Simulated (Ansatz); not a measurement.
Worked example: self-consistent single point of Hf₂Hg (I4mm, 3 atoms in the cell) in Ansatz (an electronic-structure program).

Method of the run: PBEsol, default PAW files made with PBE (plane waves; Ansatz).

The change in words: lattice scaled by 0.98; basis.ecutwfc: 420 eV → 190 eV. Reference geometry:
```xyz
3
Lattice="-1.6600 1.6600 5.7842 1.6600 -1.6600 5.7842 1.6600 1.6600 -5.7842" Properties=species:S:1:pos:R:3 pbc="T T T"
Hf     0.0000     0.0000     7.7514
Hf     0.0000     0.0000     3.8669
Hg     0.0000     0.0000     0.0000
```

Reference input (self-consistent single point, DFT, PBEsol, plane waves, default PAW files made with PBE): basis.ecutwfc = 420 eV; kpoints.mp_grid.grid = 8 8 8; hamiltonian.xc = pbesol; hamiltonian.pseudopotentials = {kind: paw} (the program's default PAW files); scf.occupations.method = fermi_dirac; scf.occupations.width = 0.1 eV. This run's input differs from it in these lines:

Ansatz 0.2 input:
```diff
@@ -2,5 +2,5 @@
   lattice:
-    - [-1.660045, 1.660045, 5.784150]
-    - [1.660045, -1.660045, 5.784150]
-    - [1.660045, 1.660045, -5.784150]
+    - [-1.626844, 1.626844, 5.668467]
+    - [1.626844, -1.626844, 5.668467]
+    - [1.626844, 1.626844, -5.668467]
   atoms:
@@ -10,3 +10,3 @@
 basis:
-  ecutwfc: 420.0
+  ecutwfc: 190.0
 kpoints:
```

The program printed (abridged):

```
SCF iter   1: F=—  HF=-44839.172725 eV  |F-HF|=—  |Δ(HF+E_count)|=         —  Δρ=1.23e-1  dr2=5.33e0  ethr=1.77e-3  ⟨swp⟩=4.6  Hψ=7475  notcnv=0  defer=2
all-band conjugate gradients solve this SCF's bands
preconditioner: auto → Kerker (q_TF=auto, 2.812 Å⁻¹)
SCF iter   2: F=—  HF=-44833.870385 eV  |F-HF|=—  |Δ(HF+E_count)|=    5.30e0  Δρ=5.15e-2  dr2=8.34e-1  ethr=1.77e-3  ⟨swp⟩=2.0  Hψ=5643  notcnv=0  defer=21
   [... lines left out ...]
SCF iter   5: F=—  HF=-44833.078928 eV  |F-HF|=—  |Δ(HF+E_count)|=   2.33e-3  Δρ=9.19e-4  dr2=5.81e-4  ethr=1.13e-5  ⟨swp⟩=2.0  Hψ=4473  notcnv=0  defer=17
SCF iter   6: F=—  HF=-44833.078733 eV  |F-HF|=—  |Δ(HF+E_count)|=   1.95e-4  Δρ=1.94e-4  dr2=5.74e-5  ethr=8.06e-7  ⟨swp⟩=2.3  Hψ=3266  notcnv=0  defer=17
SCF iter   7: F=—  HF=-44833.078000 eV  |F-HF|=—  |Δ(HF+E_count)|=   7.33e-4  Δρ=5.35e-5  dr2=3.60e-6  ethr=7.97e-8  ⟨swp⟩=2.0  Hψ=4469  notcnv=0  defer=17
SCF iter   8: F=-44833.077999 eV  HF=-44833.077999 eV  |F-HF|=4.56e-8  |Δ(HF+E_count)|=   9.13e-7  Δρ=1.07e-5  dr2=8.95e-8  ethr=1.39e-10  ⟨swp⟩=4.1  Hψ=8399  notcnv=0
SCF 1 converged in 8 iterations: F = -44833.077999 eV  dr2 = 8.95e-8
Free energy (F): -44833.077999 eV
Internal energy: -44833.002440 eV  (E = F + TS)
E sigma→0 (E₀):  -44833.040219 eV
Entropy (-TS):   -0.075558 eV (-25.186 meV/atom)
Fermi energy:    21.184868 eV
--- Forces (eV/Å), atoms counted from 1 ---
  atom   1  Hf     0.00000000    -0.00000000     0.86816765
  atom   2  Hf    -0.00000000     0.00000000    -0.93391940
  atom   3  Hg     0.00000000     0.00000000     0.06574488
--- Stress (GPa, compression-positive) ---
       12.537078      -0.000000       0.000000
       -0.000000      12.537078       0.000000
        0.000000      -0.000000      10.544495
  P = ⅓ Tr σ = 11.8729 GPa (118.729 kbar)
  The stress holds the Pulay correction. Without it, at fixed plane waves, as pw.x and ABINIT print it: P = -364.8950 GPa
```

The run converged in 8 iterations. Against the reference run the free energy goes up by 10.5 eV/atom, the pressure goes from -1.25 to 11.87 GPa and the largest force goes from 0.507 to 0.934 eV/Å.

The starting cell comes from a database of computed structures (which also holds hypothetical and non-ambient phases and stackings), without a prior relaxation at this level. Its lattice was rescaled by up to half a per cent. One atom was moved a little off its site on purpose. For this run, on top of that: lattice scaled by 0.98. Ansatz's pressure includes its estimate of the finite-basis (Pulay) stress. Without the estimate this run gives -364.89 GPa. The cutoff lies below the one recommended for these files.
